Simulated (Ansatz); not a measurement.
The parent structure is InSb in the zinc blende structure (space group F-43m, No. 216; a = 6.556 Å). Axes: x, y, z lie along the cube axes.

Calculations: plane-wave PAW DFT at the r2SCAN level (Ansatz, a first-principles code, 500 eV), no spin-orbit coupling.

Strains are applied to the cell and any free atomic positions relax; under biaxial strain the out-of-plane vector relaxes too.

One change was made to it. Results:

```json
[
 {"quantity": "pressure (mean of the normal stresses, compression positive)", "base": "0.0 GPa", "after": "-1.2 GPa"},
 {"quantity": "energy relative to the base (free energy F)", "base": "0 meV/atom", "after": "+8.4 meV/atom"}
]
```

Q: Which change produced these results?
A. biaxial strain +1.67 %, plane normal [111], relaxed out of plane
B. biaxial strain +1.25 %, plane normal [111], relaxed out of plane
C. biaxial strain +2.08 %, plane normal [111], relaxed out of plane

A: C, biaxial strain +2.08 %, plane normal [111], relaxed out of plane. For comparison, the energy relative to the base in the other runs: biaxial strain +1.67 %, plane normal [111], relaxed out of plane gives +5.5 meV/atom; biaxial strain +1.25 %, plane normal [111], relaxed out of plane gives +3.1 meV/atom.

Whether these cells are dynamically stable was not tested. All final runs are without spin polarisation.
